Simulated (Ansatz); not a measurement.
Be: response to strain

Consider Be in the hcp (Mg type) structure (space group P6_3/mmc, No. 194; relaxed with 0.1 eV smearing).

```xyz
2
Lattice="2.2552 0.0000 0.0000 -1.1276 1.9530 0.0000 0.0000 0.0000 3.5580" Properties=species:S:1:pos:R:3 pbc="T T T"
Be     1.1276     0.6510     2.6685
Be     0.0000     1.3020     0.8895
```

Cartesian axes are those of the cell as printed.

Strains are applied to the cell and any free atomic positions relax.

Method: plane-wave PAW DFT at the PBEsol level (Ansatz, a quantum-chemistry and plane-wave program, 420 eV), without spin-orbit coupling.

Notes on the quantities. energy relative to the base: free energy F.

| uniaxial strain ε_xx (%) | energy relative to the base (meV/atom) |
|---|---|
| -3 | 7.8 |
| -2.5 | 5.3 |
| -2 | 3.4 |
| -1.5 | 1.9 |
| -1 | 0.8 |
| -0.5 | ? |
| 0 | 0.0 |

Q: Fit ΔE = Aε² + Bε³ (ε in %) to the rows shown and predict the withheld row.

A: Least squares on the printed values gives A = 0.802 and B = -0.021 meV/atom (largest residual 0.0 meV/atom); this predicts 0.2 meV/atom, and the run gives 0.2 meV/atom, in agreement.

No phonon test of stability was made.
